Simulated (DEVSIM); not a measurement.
System: Al/Si3N4/p-Si capacitor, at 250 K.

```
layer (left to right)  material  thickness (nm)  Na (cm⁻³)
---------------------  --------  --------------  ---------
1                         Si3N4            28.0          -
2                            Si            6900       7e15
```

Metal gate on the left, work function 4.1 eV. Fixed charge at the semiconductor interface 0 cm⁻² (in units of +e); no interface traps.

The device is made up for the run: typed textbook-type constants, with dimensions and the other settings drawn at random. Values at 300 K; Nc and Nv go as T^1.5, mobilities as T to minus their exponent, the gap by Varshni's rule with the affinity fixed.

```
parameter         Si3N4        Si
----------------  -----  --------
gap (eV)            5.1     1.124
affinity (eV)       2.1      4.05
permittivity        7.5      11.7
Nc (cm⁻³)             -   2.86e19
Nv (cm⁻³)             -    3.1e19
Varshni α (eV/K)      -  0.000473
Varshni β (K)         -       636
```

Simulated with DEVSIM: 1D Poisson equation in equilibrium, Boltzmann statistics, complete ionisation; no quantum confinement or tunnelling. Metal contacts follow the ideal Schottky-Mott rule: no Fermi-level pinning, no interface dipoles.

The temperature was swept, all else fixed.

| temperature (K) | threshold voltage (band bending 2φF) (V) | minimum of the low-frequency capacitance (μF/cm²) | flat-band voltage (V) |
|---|---|---|---|
| 250 | 0.06 | 0.0270 | -0.91 |
| 300 | 0.00 | 0.0288 | -0.86 |
| 350 | -0.05 | 0.0320 | -0.80 |
| 400 | -0.11 | 0.0366 | -0.74 |
| 450 | -0.17 | 0.0426 | -0.68 |
| 500 | -0.23 | 0.0545 | -0.62 |

From the first row to the last the threshold voltage (band bending 2φF) goes from 0.06 to -0.23. From the first row to the last the minimum of the low-frequency capacitance goes from 0.0270 to 0.0545.
